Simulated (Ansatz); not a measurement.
The reference is NaI in the rock salt structure (space group Fm-3m, No. 225; a = 6.460 Å).

Calculations: DFT with r2SCAN, PAW potentials and a 500 eV plane-wave cutoff in Ansatz (a program for electronic structure), no spin-orbit coupling.

One change was made to it. Results:

The gap character goes from direct at Γ to indirect, Γ → X; the lattice parameter a decreases by 1.020 Å (6.460 Å → 5.440 Å); the band gap drops by 0.06 eV, from 4.45 eV to 4.39 eV; the hole mass (degenerate bands, along [100]) goes from 0.41, 1.6, 1.6 mₑ (at Γ) to 0.28, 0.75, 0.75 mₑ (at Γ).

Problem. Which change produced these results?
(A) pressure 75 GPa
(B) pressure −1 GPa
(C) pressure 30 GPa
(D) pressure 3 GPa

Solution. C, pressure 30 GPa. For comparison, the band gap in the other runs: pressure −1 GPa gives 4.25 eV; pressure 75 GPa gives 2.94 eV; pressure 3 GPa gives 4.89 eV.

Spin-orbit coupling, missing from the scalar runs, can matter with I. Load acts through the strain it causes; cell and atoms are relaxed under it. Masses are band curvatures over ±0.01 Å⁻¹ around the edge. No phonon test of stability was made. Competing high-pressure phases were not computed.
